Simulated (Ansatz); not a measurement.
**Variants of one calculation on MoS₂ (R3m, 3 atoms in the cell)**

```xyz
3
Lattice="1.6265 0.9391 6.6221 -1.6265 0.9391 6.6221 0.0000 -1.8782 6.6221" Properties=species:S:1:pos:R:3 pbc="T T T"
Mo     0.0000     0.0000    19.8620
S      0.0000     0.0000     8.2035
S      0.0000     0.0000     5.0322
```

Base run A: PBE in Ansatz (a first-principles code), self-consistent single point.

Its settings: basis.ecutwfc = 420 eV; kpoints.mp_grid.grid = 6 6 6; hamiltonian.xc = pbe; hamiltonian.pseudopotentials = {kind: paw} (the program's default PAW files); scf.occupations.method = fixed.

The starting cell comes from a database of computed structures (which also holds hypothetical and non-ambient phases and stackings), without a prior relaxation at this level. Its lattice was rescaled by a random factor within 2.5 % of one. In the base run, with a pressure of about -6 GPa the cell is away from its equilibrium volume at this level. Ansatz's pressure includes its estimate of the finite-basis (Pulay) stress.

ΔF is the free energy per atom less that of run A. A dash stands where there is no value to compare (another energy zero or no entropy term, no result, no spin, no clean gap, or a mesh too coarse for one). 

```tsv
run	change	ΔF (meV/atom)	pressure (GPa)	largest force (eV/Å)	gap on the mesh (eV)	k-points	valence electrons
A	base	0.00	-6.49	0.792	1.028	32	26
B	kpoints.mp_grid.grid: 6 6 6 → 4 4 4; kpoints.mp_grid.shift: default → 0.5 0.5 0.5	-16.0	-6.78	0.816	–	10	26
C	crystal.symmetry.detect: default → false	0.00	-6.49	0.792	1.028	112	26
D	3 x 1 x 1 supercell, mesh divided to match; kpoints.mp_grid.grid: 6 6 6 → 2 6 6	0.00	-6.49	0.792	–	26	78
E	scf.mixing.algorithm: default (the program chose MSR1) → anderson	0.00	-6.49	0.792	1.028	32	26
F	scf.mixing.algorithm: default (the program chose MSR1) → anderson; scf.mixing.beta: default → 0.3	0.00	-6.49	0.792	1.028	32	26
G	scf.algorithm: default → direct_min	0.00	-6.49	0.792	1.028	32	26
```

Run E against A: The free energy hardly moves (within 1 meV/atom), the pressure stays at -6.49 GPa, the largest force stays at 0.792 eV/Å and the gap on the mesh stays at 1.028 eV.

Run B against A: The free energy drops by 16.0 meV/atom, the pressure goes from -6.49 to -6.78 GPa and the largest force goes from 0.792 to 0.816 eV/Å.

Run F against A: The free energy is nearly the same (within 1 meV/atom), the pressure stays at -6.49 GPa, the largest force stays at 0.792 eV/Å and the gap on the mesh stays at 1.028 eV.

Keys are those of Ansatz 0.2.
